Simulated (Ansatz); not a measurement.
Electronic density of states of amorphous Si30N44Ti3, density 2.95 g/cm³, on a 2×2×2 Γ-centred mesh with a Gaussian width of 0.1 eV; energies count from the Fermi level, whose place inside the gap is arbitrary. Cell and mesh are small, so fine structure isn't converged. Level of theory: PBE, scalar-relativistic without spin-orbit coupling (plane waves to 420 eV, PAW; Ansatz, an electronic-structure program). Sampling: a 2×2×2 Γ-centred mesh; Fermi-Dirac width 0.02 eV; no spin polarisation. At PBE the levels at both edges of the gap are localised (band-tail or defect states), and the nearest spread-out levels lie 2.9 eV apart at the zone centre.

A CHGNet melt-quench gave the starting glass, which DFT then relaxed. N atoms were pushed apart under 1.9 Å during the dynamics, to hinder bonds among them. The hot cell started wider than the set density and was brought back towards it in steps. It is the lowest in DFT energy of 2 quenches. It is a model cell: composition and starting density were chosen by hand, and all elements were melted together. No dispersion term was used. Its density started from a set value of 3.05 and ended at 2.95 g/cm³. The simulated quench (nominally 300 K/ps over its main leg) is rapid and tends to freeze in more defects than a deposited or slowly cooled glass has. A cell of this size samples the disorder only roughly. Volume and shape were free in the relaxation.

(E - EF (eV), states/(eV atom)): (-12.00, 0.00); (-11.90, 0.00); (-11.80, 0.00); (-11.70, 0.00); (-11.60, 0.00); (-11.50, 0.00); (-11.40, 0.00); (-11.30, 0.00); (-11.20, 0.00); (-11.10, 0.00); (-11.00, 0.00); (-10.90, 0.00); (-10.80, 0.00); (-10.70, 0.00); (-10.60, 0.00); (-10.50, 0.01); (-10.40, 0.04); (-10.30, 0.11); (-10.20, 0.15); (-10.10, 0.19); (-10.00, 0.19); (-9.90, 0.20); (-9.80, 0.23); (-9.70, 0.23); (-9.60, 0.18); (-9.50, 0.20); (-9.40, 0.24); (-9.30, 0.28); (-9.20, 0.28); (-9.10, 0.25); (-9.00, 0.20); (-8.90, 0.23); (-8.80, 0.27); (-8.70, 0.25); (-8.60, 0.26); (-8.50, 0.26); (-8.40, 0.22); (-8.30, 0.18); (-8.20, 0.20); (-8.10, 0.22); (-8.00, 0.20); (-7.90, 0.20); (-7.80, 0.22); (-7.70, 0.24); (-7.60, 0.24); (-7.50, 0.24); (-7.40, 0.29); (-7.30, 0.31); (-7.20, 0.33); (-7.10, 0.32); (-7.00, 0.36); (-6.90, 0.40); (-6.80, 0.38); (-6.70, 0.37); (-6.60, 0.40); (-6.50, 0.41); (-6.40, 0.39); (-6.30, 0.39); (-6.20, 0.42); (-6.10, 0.40); (-6.00, 0.40); (-5.90, 0.45); (-5.80, 0.44); (-5.70, 0.39); (-5.60, 0.41); (-5.50, 0.45); (-5.40, 0.45); (-5.30, 0.49); (-5.20, 0.49); (-5.10, 0.43); (-5.00, 0.44); (-4.90, 0.45); (-4.80, 0.41); (-4.70, 0.44); (-4.60, 0.48); (-4.50, 0.49); (-4.40, 0.52); (-4.30, 0.53); (-4.20, 0.55); (-4.10, 0.52); (-4.00, 0.45); (-3.90, 0.45); (-3.80, 0.43); (-3.70, 0.41); (-3.60, 0.44); (-3.50, 0.42); (-3.40, 0.46); (-3.30, 0.53); (-3.20, 0.48); (-3.10, 0.41); (-3.00, 0.42); (-2.90, 0.44); (-2.80, 0.47); (-2.70, 0.47); (-2.60, 0.48); (-2.50, 0.52); (-2.40, 0.58); (-2.30, 0.60); (-2.20, 0.55); (-2.10, 0.52); (-2.00, 0.43); (-1.90, 0.34); (-1.80, 0.31); (-1.70, 0.33); (-1.60, 0.38); (-1.50, 0.29); (-1.40, 0.21); (-1.30, 0.29); (-1.20, 0.38); (-1.10, 0.37); (-1.00, 0.27); (-0.90, 0.20); (-0.80, 0.14); (-0.70, 0.03); (-0.60, 0.00); (-0.50, 0.00); (-0.40, 0.00); (-0.30, 0.00); (-0.20, 0.00); (-0.10, 0.00); (0.00, 0.00); (0.10, 0.00); (0.20, 0.00); (0.30, 0.00); (0.40, 0.00); (0.50, 0.00); (0.60, 0.00); (0.70, 0.03); (0.80, 0.13); (0.90, 0.09); (1.00, 0.04); (1.10, 0.12); (1.20, 0.11); (1.30, 0.11); (1.40, 0.18); (1.50, 0.17); (1.60, 0.07); (1.70, 0.07); (1.80, 0.15); (1.90, 0.20); (2.00, 0.22); (2.10, 0.17); (2.20, 0.16); (2.30, 0.13); (2.40, 0.22); (2.50, 0.23); (2.60, 0.14); (2.70, 0.21); (2.80, 0.24); (2.90, 0.22); (3.00, 0.25); (3.10, 0.26); (3.20, 0.29); (3.30, 0.29); (3.40, 0.25); (3.50, 0.24); (3.60, 0.28); (3.70, 0.31); (3.80, 0.33); (3.90, 0.31); (4.00, 0.26); (4.10, 0.29); (4.20, 0.32); (4.30, 0.36); (4.40, 0.32)

The gap between localised states on this mesh is 1.62 eV; the broadening fills part of it in the curve.
